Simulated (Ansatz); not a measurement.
Start from CsPbBr3 in the cubic perovskite structure (space group Pm-3m, No. 221).

```
CELL_PARAMETERS angstrom
      5.87207     0.00000     0.00000
      0.00000     5.87207     0.00000
      0.00000     0.00000     5.87207
ATOMIC_POSITIONS crystal
  Cs 0.00000 0.00000 0.00000
  Pb 0.50000 0.50000 0.50000
  Br 0.50000 0.00000 0.50000
  Br 0.00000 0.50000 0.50000
  Br 0.50000 0.50000 0.00000
```

Cartesian axes are those of the cell as printed.

Method: PBEsol/PAW in Ansatz (a program for electronic structure), no SOC.

Base values:

```
Item       Result
--------  -------
Band gap  1.43 eV
```

Modification: compressive biaxial strain of 0.50 % in the plane normal to [111], as in epitaxy on a mismatched substrate; the out-of-plane cell vector and the atoms relax.

How does this affect the out-of-plane strain, in-plane stress and band gap?

The out-of-plane strain amounts to +0.70 %; the mean in-plane stress (compression positive) comes out as +0.1 GPa; the band gap shrinks by 0.02 eV to 1.41 eV.

With Pb present, leaving out spin-orbit coupling can change the band edges. Stability against distortions was not tested. Many cubic perovskites are stable only at high temperature; tilts and polar distortions were not tested. This is not the structure that CsPbBr3 has at room temperature and ambient pressure.
